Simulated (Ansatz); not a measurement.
**YPt3 (model structure, started from the D022 type, I4/mmm, No. 139, 4 atoms in the cell)**

These are LDA in Ansatz (plane waves, PAW) values and carry that method's errors.

Run with plane-wave cutoff 520 eV, 18×18×18 k mesh, Fermi–Dirac smearing 0.05 eV, scalar-relativistic PAW data made under PBE.

Cell (relaxed at this level):

Space group I4/mmm (No. 139); a = b = 4.0174 Å, c = 8.2662 Å, α = β = γ = 90.00°

```
atom  site  symmetry       x       y       z
----  ----  --------  ------  ------  ------
Pt      2b     4/mmm  0.0000  0.0000  0.5000
Pt      4d      -4m2  0.0000  0.5000  0.2500
Y       2a     4/mmm  0.0000  0.0000  0.0000
```
(The calculation used a cell of 4 atoms; values per cell refer to that cell.)

- band gap = none
- bulk modulus = 200 GPa

Note: the bulk modulus is −V dP/dV from two relaxed cells at ±2 % in volume; the relaxation could raise the start's symmetry but not lower it, so the cell can be a saddle point.

Spin–orbit coupling is not included.

Static lattice: no zero-point or thermal effects.

It cost about 13 core-minutes (a rough figure) of CPU time.

A model structure was made by putting elements into a prototype or built by hand; it is no filed structure, need not be a known phase, and can be a saddle point held by its symmetry.

Ansatz is an electronic-structure program.
